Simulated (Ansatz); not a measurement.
# Competing hops of interstitial Li in rock-salt MgO, charge state +1

System: interstitial Li in rock-salt MgO (charge state +1). Level of theory: PBE, PAW (plane waves to 420 eV; Ansatz, a program for electronic structure).

Cell of 64 host sites held at the relaxed PBE lattice; the Γ point alone; Fermi-Dirac width 0.01 eV, spin-restricted; finite-size errors left in. Energies are static. The charge state is imposed; whether it is stable for some Fermi level was not computed. Sites that were not tried may lie lower.

Barriers: single points on a 2×2×2 k-point mesh shifted by half a step at the bands' geometries.

| Route | Start site over the lowest site run (eV) | Hop (Å) | Forward barrier (eV) | Backward barrier (eV) | Neighbours at the start | Neighbours at the saddle | Saddle order | Forward, on the band's own sampling (eV) |
|---|---|---|---|---|---|---|---|---|
| one Li atom jumps by itself | 0.00 | 2.12 | 1.38 | 1.38 | 4 Mg at 2.10; 4 O at 1.80 Å | Mg at 1.97, Mg at 1.99; 2 O at 1.66 Å | inconclusive, on a symmetry element | 1.38 |

Paths come from nudged elastic bands with a climbing image.  A band can be held on a symmetry element, so unchecked saddle points there may be too high.
